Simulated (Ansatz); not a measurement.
Cost and result by functional for the surface energy of the (111) surface of fcc Pt in its 1x1 cell, outermost plane spacing 2.29 Å in the ideal cut, in Ansatz (plane waves, PAW). Single points on the PBE structure, on one kind of machine; costs are rough ratios of the slab run's core time (references not counted) to the cheapest single point. r2SCAN's cost holds its higher cutoff (500 against 420 eV). Differences are taken against r2SCAN for comparison alone: no measured value is at hand, so the table doesn't rank accuracy.

Set-up: 6 atoms, 11.5 Å thick at the start; mesh 15x15x1; 0.1 eV smearing; dipole correction on; all atoms relaxed; held to the start's symmetry, so lower structures may exist; no spin, no spin-orbit, no U. These notes are the PBE run's.

```tsv
functional	relative cost	surface energy (J/m²)	less r2SCAN (J/m²)
LDA	1	2.11	0.40
RPBE	1	1.21	-0.50
PBEsol	1	1.91	0.20
r2SCAN	2	1.71	0.00
PBE (the relaxed run's value)	–	1.47	-0.24
```

The values span 0.90 J/m², while the single points' costs differ by a factor of roughly 2. Differences are of unrounded values.

Ansatz is a first-principles code.
